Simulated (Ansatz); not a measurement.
Consider BN in the zinc blende structure (space group F-43m, No. 216; a = 3.606 Å). Axes: x, y, z lie along the cube axes.

Perturbation: uniaxial stress, 3 GPa compression along x, with the cell and atoms free to relax against it.

Levels (all Ansatz, a program for electronic structure, PAW): PBEsol (420 eV, no SOC); r2SCAN (500 eV, no spin-orbit coupling); HSE06 (420 eV, no spin-orbit coupling).

One geometry, relaxed with PBEsol, under each level:

| level | band gap | lowest conduction level above the VBM at special points | electron mass | pressure |
|---|---|---|---|---|
| PBEsol | 4.21 eV | M 4.21 eV; X 4.30 eV; S₀ 6.66 eV; S 6.66 eV | 0.88 mₑ along k, 0.30 mₑ across (at M) | 10.0 kbar |
| r2SCAN | 4.92 eV | M 4.92 eV; X 5.01 eV; S₀ 7.42 eV; S 7.42 eV | 0.86 mₑ along k, 0.29 mₑ across (at M) | 23.6 kbar |
| HSE06 | 5.71 eV | M 5.71 eV; X 5.80 eV; S₀ 8.28 eV; Γ 10.57 eV | – | – |

Single points use the geometry relaxed with PBEsol. Their cutoffs differ, which shifts pressures a little. HSE06 gaps are upper bounds (no full band path). Load acts through the strain it causes; cell and atoms are relaxed under it. Masses are band curvatures over ±0.01 Å⁻¹ around the edge. Along k means along the line from Γ to the band edge. Beyond what the load breaks, stability against distortions was not tested. Labels are those of the standard path for the cell's own space group.
